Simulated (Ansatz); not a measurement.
CdF2 under a change: isotropic strain +0.50 %

The reference is CdF2 in the fluorite structure (space group Fm-3m, No. 225; a = 5.481 Å).

One thing is altered: the cell is scaled by 1.0050 in all directions, atoms relaxed at fixed cell.

Method: Kohn–Sham DFT with the PBE functional, run in Ansatz (a first-principles code) with PAW and 420 eV plane waves, no SOC. Γ-centred 10×10×10 mesh, Fermi–Dirac width 0.05 eV.

The volume per atom grows by 0.207 Å³ to 13.93 Å³ and the space group stays Fm-3m (No. 225). The shortest interatomic distance rises by 0.0119 Å to 2.385 Å and the energy grows by 0.9 meV/atom. The pressure goes from zero to -1.35 GPa and the band gap decreases by 0.054 eV (2.92 eV → 2.86 eV). The gap character is still indirect, W → Γ and the smallest direct gap falls by 0.038 eV (3.47 eV → 3.44 eV). The width of the top valence band hardly moves (0.56 eV against 0.57 eV) and the electron mass stays 0.38 mₑ (at Γ).

Final structure:

```yaml
crystal:
  lattice:
    - [0.00000, 2.75445, 2.75445]
    - [2.75445, 0.00000, 2.75445]
    - [2.75445, 2.75445, 0.00000]
  atoms:
    - { symbol: Cd, position: [0.00000, 0.00000, 0.00000] }
    - { symbol: F, position: [0.25000, 0.25000, 0.25000] }
    - { symbol: F, position: [0.75000, 0.75000, 0.75000] }
```

Cost of the whole job for the changed cell (relaxation, final SCF and bands): very roughly 11 core-seconds.

Effective masses come from finite differences of ±0.01 Å⁻¹. Whether these cells are dynamically stable was not tested.
